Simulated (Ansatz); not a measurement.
Input:

```xyz
2
Lattice="0.0000 2.8791 3.0259 2.8791 0.0000 3.0259 2.8791 2.8791 0.0000" Properties=species:S:1:pos:R:3 pbc="T T T"
Cd     0.0000     0.0000     0.0000
S      1.4396     1.4396     1.5130
```

Calculation: r2SCAN with spin-orbit coupling, rigid bands (plane waves, PAW; Ansatz, an electronic-structure program). Condition of this run: biaxial stress xx = yy = 1 GPa (compression positive) (the target of the relaxation). How the cell was made: cell and atoms relaxed with r2SCAN, then loaded as said.

### Question
Predict the hole conductivity mass (n e² τ/σ) at 300 K, by direction if it differs.

### Answer
0.72 (x), 0.72 (y), 0.89 (z) mₑ.

### Question
What conductivity effective mass do dilute electrons have at 300 K?

### Answer
0.165 (x), 0.165 (y), 0.168 (z) mₑ.

### Question
And the band gap?

### Answer
1.50 eV at this level; semilocal functionals usually fall short of the measured gap.

Rigid bands, one relaxation time for all states, no polarons.
